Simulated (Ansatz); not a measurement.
**MnNiGe: response to strain**

Consider MnNiGe (space group Pnma, No. 62; a = 5.878 Å, b = 3.621 Å, c = 7.003 Å; ferromagnetic; a cell from a computed database, its experimental status unchecked). Axes: x, y, z lie along a, b, c of the conventional cell.

Strains are applied to the cell and any free atomic positions relax; under stress the whole cell relaxes.

Computed with PBEsol (Ansatz, a program for electronic structure, PAW, scalar-relativistic without spin-orbit coupling).

Notes on the quantities. energy relative to the base: free energy F.

| case | largest site moment | energy relative to the base | space group | volume per atom |
|---|---|---|---|---|
| base | 2.79 μB | 0 meV/atom | Pnma (No. 62) | 12.42 Å³ |
| tensor shear ε_xy = −0.65 % | 2.79 μB | +0.7 meV/atom | P2_1/c (No. 14) | 12.42 Å³ |
| uniaxial stress, 2 GPa tension along z | 2.79 μB | +0.7 meV/atom | Pnma (No. 62) | 12.46 Å³ |
| uniaxial stress, 5 GPa compression along z | 2.77 μB | +4.2 meV/atom | Pnma (No. 62) | 12.34 Å³ |

Other magnetic orders, which the real material may have, were not ruled out. Without a gap, meshes like the base's 7×10×6 leave anisotropic stresses uncertain by several tenths of a GPa, and small strain energies with them. Stability under load was not tested beyond the relaxation.
